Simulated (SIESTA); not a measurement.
# Several settings converged on TaBe2 (R3m, 6 atoms in the cell)

```
CELL_PARAMETERS angstrom
      0.00000     3.24610     3.24610
      3.24610     0.00000     3.24610
      3.24610     3.24610     0.00000
ATOMIC_POSITIONS crystal
  Ta 0.75445 0.75445 0.75445
  Ta 0.50000 0.50000 0.50000
  Be 0.12500 0.62500 0.12500
  Be 0.12500 0.12500 0.12500
  Be 0.62500 0.12500 0.12500
  Be 0.12500 0.12500 0.62500
```

Base method: GGA PBEsol, numerical atomic orbitals DZP, PseudoDojo PBEsol standard norm-conserving potentials (rewritten from UPF to PSML) (SIESTA).

Base settings: XC.functional = GGA; XC.authors = PBEsol; potentials = PseudoDojo PBEsol standard; PAO.BasisSize = DZP; PAO.EnergyShift = 0.01 Ry; MeshCutoff = 300 Ry; kgrid.MonkhorstPack = 4 4 4; OccupationFunction = FD; ElectronicTemperature = 0.1 eV; PAO.Polarization.NonPerturbative = true.

Core times come from one kind of shared machine, to one figure; runs under 30 s give none.

**The k-point mesh**

The second cell is the first with its lattice scaled by 0.98.

Only quantities that move along the ladder and can be compared are tabulated.

| kgrid.MonkhorstPack | free energy less the last step's (meV/atom) | energy of the compressed cell less the first (meV/atom) | pressure (GPa) | largest difference of a force vector from the last step's (eV/Å) | core time / last (rough) |
|---|---|---|---|---|---|
| 2 2 2 | -9.98 | -5.41 | -6.69 | 0.991 | – |
| 4 4 4 | 2.00 | -3.56 | -6.40 | 0.052 | – |
| 5 5 5 | -5.57 | -3.90 | -6.53 | 0.036 | 0.1 |
| 7 7 7 | -0.14 | -4.60 | -6.61 | 0.011 | 0.1 |
| 9 9 9 | -0.11 | -4.21 | -6.53 | 0.003 | 0.2 |
| 11 11 11 | 0.03 | -4.25 | -6.53 | 0.000 | 0.2 |
| 13 13 13 | -0.02 | -4.23 | -6.53 | 0.000 | 0.4 |
| 16 16 16 | -0.01 | -4.21 | -6.53 | 0.001 | 0.8 |
| 19 19 19 | 0.00 | -4.22 | -6.53 | 0.000 | 1 |

Coarsest kgrid.MonkhorstPack that holds the free energy within 0.5 meV/atom of the last step, with all finer ones: 7 7 7, at about 0.1 of the last step's time; the step before is off by 5.6 meV/atom.

Coarsest kgrid.MonkhorstPack that holds the energy of the compressed cell less the first within 1 meV/atom of the last step, with all finer ones: 4 4 4; the step before is off by 1.2 meV/atom.

Coarsest kgrid.MonkhorstPack that holds the pressure within 0.05 GPa of the last step, with all finer ones: 9 9 9, at about 0.2 of the last step's time; the step before is off by 0.08 GPa.

The energy difference between the two cells stays within 1 meV/atom of the last step's from 4 4 4 on, the total only from 7 7 7 on: much of the error is common to both cells and cancels.

**The k-point mesh at a smearing width of 0.05 eV**

In this ladder: ElectronicTemperature = 0.05 eV.

The second cell is the first with its lattice scaled by 0.98.

Only quantities that move along the ladder and can be compared are tabulated.

| kgrid.MonkhorstPack | free energy less the last step's (meV/atom) | energy of the compressed cell less the first (meV/atom) | pressure (GPa) | largest difference of a force vector from the last step's (eV/Å) | core time / last (rough) |
|---|---|---|---|---|---|
| 3 3 3 | 9.34 | -2.62 | -6.48 | 0.013 | – |
| 4 4 4 | 2.24 | -2.67 | -6.24 | 0.108 | – |
| 5 5 5 | -6.33 | -3.55 | -6.47 | 0.065 | – |
| 6 6 6 | 0.86 | -3.45 | -6.38 | 0.002 | – |
| 7 7 7 | -0.43 | -4.56 | -6.62 | 0.023 | – |
| 10 10 10 | 0.16 | -4.04 | -6.50 | 0.002 | 0.3 |
| 12 12 12 | -0.05 | -3.91 | -6.48 | 0.006 | 0.5 |
| 17 17 17 | 0.00 | -4.02 | -6.50 | 0.000 | 1 |

Coarsest kgrid.MonkhorstPack that holds the energy of the compressed cell less the first within 1 meV/atom of the last step, with all finer ones: 5 5 5; the step before is off by 1.4 meV/atom.

Coarsest kgrid.MonkhorstPack that holds the forces within 0.02 eV/Å of the last step, with all finer ones: 10 10 10, at about 0.3 of the last step's time; the step before is off by 0.023 eV/Å.

Coarsest kgrid.MonkhorstPack that holds the pressure within 0.2 GPa of the last step, with all finer ones: 5 5 5; the step before is off by 0.26 GPa.

The energy difference between the two cells stays within 1 meV/atom of the last step's from 5 5 5 on, the total only from 6 6 6 on: much of the error is common to both cells and cancels.

Two neighbours can agree and both be off: 3 3 3 and 4 4 4 differ by 0.04 meV/atom in the energy of the compressed cell less the first, yet lie about 1.4 meV/atom from the last step.

**The width of Gaussian smearing**

In this ladder: kgrid.MonkhorstPack = 7 7 7; OccupationFunction = MP; OccupationMPOrder = 0.

Narrow widths need finer meshes than wide ones, so the last steps can hold mesh noise.

Only quantities that move along the ladder and can be compared are tabulated; pressure and forces are left out, as mesh noise rules them at narrow widths.

| ElectronicTemperature | free energy less the last step's (meV/atom) |
|---|---|
| 1 eV | -140.99 |
| 0.5 eV | -37.44 |
| 0.3 eV | -11.78 |
| 0.2 eV | -3.94 |
| 0.1 eV | 0.00 |

Widest ElectronicTemperature that holds the free energy within 5 meV/atom: not settled: the last two steps still differ by 3.9 meV/atom, over half the tolerance, so the ladder does not show it.

On the base run: the starting cell comes from a database of computed structures (which also holds hypothetical and non-ambient phases and stackings), without a prior relaxation at this level. Its lattice was rescaled by up to half a per cent. One atom was moved a little off its site on purpose. Spin polarisation is off. Values carry the incompleteness of an atom-centred basis. In the base run, with a pressure of about -6 GPa the cell is away from its equilibrium volume at this level. Without a gap this mesh is coarse (it stands for a supercell whose shortest vector is 18 Å).

Left out of this page: 2 runs of the series outside the window shown, repeating another row's setting, or not comparable.
